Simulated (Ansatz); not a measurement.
InP (F-43m) under biaxial stress in (001) (compression positive): electron conductivity mass by r2SCAN with spin-orbit coupling, rigid bands (plane waves, PAW; Ansatz, a program for electronic structure). The unloaded cell, whose axes the loads refer to:

```
InP
1.0
    0.00000     2.93899     2.93899
    2.93899     0.00000     2.93899
    2.93899     2.93899     0.00000
In P
1 1
Direct
  0.00000   0.00000   0.00000
  0.25000   0.25000   0.25000
```

| biaxial stress in (001) (compression positive) (GPa) | volume per atom (Å³) | electron conductivity mass (mₑ) |
|---|---|---|
| -4 | 26.41 | 0.0682 |
| -3 | 26.16 | 0.0752 |
| -2 | 25.90 | ? |
| -1 | 25.64 | 0.0855 |
| 0 | 25.39 | 0.0895 |
| 1 | 25.14 | 0.0927 |

**Question.** Fit a straight line to ln(electron conductivity mass) against the load over the rows given, and predict the row at -2 GPa.

**Answer.** The means are x̄ = -1.400 GPa and ȳ = -2.5048; Σ(x − x̄)(y − ȳ) = 1.051 and Σ(x − x̄)² = 17.20, so the slope is 6.11 % per GPa, and the rows given lie within 2.2 % of the line. At -2 GPa the line gives 0.0787 mₑ; the calculation gives 0.0809 mₑ, 2.7 % from it.

Masses are for dilute carriers at 300 K, harmonic means over directions unless an axis is named. Stresses and pressures are the targets of the relaxation. The structure type is held at every load. Geometry: cell and atoms relaxed with PBEsol.
